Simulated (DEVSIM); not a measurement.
Structure: abrupt Si p-n junction, at 300 K.

| layer (left to right) | material | thickness (μm) | Nd (cm⁻³) | Na (cm⁻³) | τn (s) | τp (s) |
|---|---|---|---|---|---|---|
| 1 | Si | 1.50 | - | 9.7e15 | 2.3e-5 | 2.3e-5 |
| 2 | Si | 10.0 | 3.7e16 | - | 2.3e-5 | 2.3e-5 |

Left contact: ohmic. Right contact: ohmic. Voltage is applied to the left contact. Recombination: SRH at mid-gap, radiative. Mobility is μmin + (μ − μmin)/(1 + (N/Nref)^α).

The device is made up for the run: typed textbook-type constants, with dimensions and the other settings drawn at random. Values at 300 K.

| parameter | Si |
|---|---|
| gap (eV) | 1.124 |
| affinity (eV) | 4.05 |
| permittivity | 11.7 |
| Nc (cm⁻³) | 2.86e19 |
| Nv (cm⁻³) | 3.1e19 |
| μn (cm²/Vs) | 1417 |
| μp (cm²/Vs) | 470 |
| μn,min | 52 |
| μp,min | 45 |
| Nref,n | 9.7e16 |
| Nref,p | 2.2e17 |
| αn | 0.68 |
| αp | 0.72 |
| B (cm³/s) | 4.7e-15 |

Model (solved in DEVSIM): 1D drift-diffusion, Boltzmann statistics, complete ionisation; no tunnelling, impact ionisation, image-force lowering or self-heating.

The thickness of layer 2 was swept, all else fixed.

```json
[
 {"thickness of layer 2 (μm)": "2", "dark forward voltage at 100 A/cm² (V)": "0.685"},
 {"thickness of layer 2 (μm)": "3.5", "dark forward voltage at 100 A/cm² (V)": "0.688"},
 {"thickness of layer 2 (μm)": "6", "dark forward voltage at 100 A/cm² (V)": "0.693"},
 {"thickness of layer 2 (μm)": "10", "dark forward voltage at 100 A/cm² (V)": "0.699"},
 {"thickness of layer 2 (μm)": "17", "dark forward voltage at 100 A/cm² (V)": "0.713"},
 {"thickness of layer 2 (μm)": "30", "dark forward voltage at 100 A/cm² (V)": "0.736"},
 {"thickness of layer 2 (μm)": "50", "dark forward voltage at 100 A/cm² (V)": "…"}
]
```

Complete the blanks.


- 50, dark forward voltage at 100 A/cm² (V): 0.770
